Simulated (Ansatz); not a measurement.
Cells marked so need not be the phases stable at ambient conditions, and some may be hypothetical.

 Where the default PAW files enter, the runs use the earlier of Ansatz's two default sets.

The gap is the functional's own, uncorrected, and κ follows it; spin-orbit coupling is left out. Mid-gap values are interpolated between the computed energies.

A. ScCuO2 (R-3m, not sure to be the ambient phase, 4 atoms a cell, 12.8 Å³ an atom), along the normal of (001)
B. CsH (Pm-3m, CsCl type, not sure to be the ambient phase, 2 atoms a cell, 27.1 Å³ an atom), along the normal of (110)
C. Ba2NCl (R-3m, not sure to be the ambient phase, 4 atoms a cell, 28.3 Å³ an atom), along the normal of (001)
D. Rb$_{2}$NaYF$_{6}$ (Fm-3m, not sure to be the ambient phase, 10 atoms a cell, 18.4 Å³ an atom, -3 GPa at this level), along the normal of (111)

Question: Rank these by mid-gap decay constant of the slowest evanescent state (lowest first), as r2SCAN run with Ansatz (an electronic-structure program) gives it.

Answer: B (0.24 1/Å), C (0.28 1/Å), A (0.33 1/Å), D (0.55 1/Å)
